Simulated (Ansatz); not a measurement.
## A computed series for hypothetical Pm-3n GaAs: response to strain

The reference is GaAs (space group Pm-3n, No. 223; a = 6.982 Å; a hypothetical phase, not in the database extracts checked). Axes: x, y, z lie along the cube axes.

Strains are applied to the cell and any free atomic positions relax; under biaxial strain the out-of-plane vector relaxes too.

The values are results of Ansatz (a quantum-chemistry and plane-wave program), PBEsol, PAW, cutoff 420 eV, no spin-orbit coupling, not measurements.

| change | pressure | band gap | volume per atom | space group |
|---|---|---|---|---|
| base | 0.01 GPa | 0.28 eV | 28.37 Å³ | Pm-3n (No. 223) |
| biaxial strain −3.59 %, plane normal [001], relaxed out of plane | 3.04 GPa | 0.30 eV | 26.93 Å³ | P4_2/mmc (No. 131) |
| biaxial strain −1.67 %, plane normal [001], relaxed out of plane | ___ | ___ | ___ | P4_2/mmc (No. 131) |
| isotropic strain +2.63 % | -3.3 GPa | zero | 30.66 Å³ | Pm-3n (No. 223) |

Problem. Complete the table.

Solution. 
- biaxial strain −1.67 %, plane normal [001], relaxed out of plane, pressure: 1.33 GPa
- biaxial strain −1.67 %, plane normal [001], relaxed out of plane, band gap: 0.32 eV
- biaxial strain −1.67 %, plane normal [001], relaxed out of plane, volume per atom: 27.69 Å³

Stability against distortions was not tested. All final runs are without spin polarisation. The zero or small gap of GaAs can change with the level of theory.
